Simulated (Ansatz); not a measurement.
The reference is SnO$_{2}$ in the rutile structure (space group P4_2/mnm, No. 136; a = 4.760 Å, c = 3.201 Å).

All numbers come from DFT with r2SCAN, PAW potentials and a 500 eV plane-wave cutoff in Ansatz (a quantum-chemistry and plane-wave program), no SOC.

One change was made to it. Results:

| quantity | base | after |
|---|---|---|
| gap character | direct at Γ | direct at Γ |
| valence-band top at Γ (three highest levels, from the VBM) | 0.00, -0.77, -0.77 eV | 0.00, -0.81, -0.81 eV |
| lattice parameter a | 476.0 pm | 462.1 pm |
| band gap | 1.77 eV | 2.63 eV |

What was done to the base?
A. pressure −1 GPa
B. pressure 18 GPa
C. pressure 60 GPa
D. pressure 4.2 GPa

B, pressure 18 GPa. For comparison, the band gap in the other runs: pressure −1 GPa gives 1.71 eV; pressure 60 GPa gives 4.14 eV; pressure 4.2 GPa gives 1.99 eV.

Load acts through the strain it causes; cell and atoms are relaxed under it. No phonon test of stability was made. Competing high-pressure phases were not computed.
